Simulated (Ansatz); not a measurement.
Base system: MgI₂ in the CdI2 type structure (space group P-3m1, No. 164; a = 4.124 Å, c = 6.831 Å; layered, stacked along the Cartesian z axis). Axes: x lies along a and z along c of the hexagonal cell.

Calculations: PBE-D3(BJ) (Ansatz, a quantum-chemistry and plane-wave program; PAW; 420 eV plane waves; no SOC).

Base values:

```
Item                                                   Result
-----------------------------  ------------------------------
Shortest interatomic distance                         2.913 Å
Valence-band top at Γ                   0.00, -0.04, -0.04 eV
Gap character                  indirect, Γ → L–M (40 % along)
Width of the top valence band                         1.30 eV
```

Modification: compressive biaxial strain of 2.00 % in the plane normal to [001], as in epitaxy on a mismatched substrate; the out-of-plane cell vector and the atoms relax.

**Question.** Predict the new shortest interatomic distance.

**Answer.** The shortest interatomic distance falls by 0.022 Å, from 2.913 Å to 2.891 Å.

**Question.** Predict the new valence-band top at Γ.

**Answer.** The valence-band top at Γ (three highest levels, from the VBM) changes from 0.00, -0.04, -0.04 eV to 0.00, 0.00, -0.21 eV.

**Question.** What does the calculation give for the gap character after the change?

**Answer.** The gap character stays indirect, Γ → L–M (40 % along).

**Question.** Estimate the effect on the width of the top valence band.

**Answer.** The width of the top valence band grows by 0.16 eV, from 1.30 eV to 1.46 eV.

With I present, leaving out spin-orbit coupling can change the band edges. Whether these cells are dynamically stable was not tested.
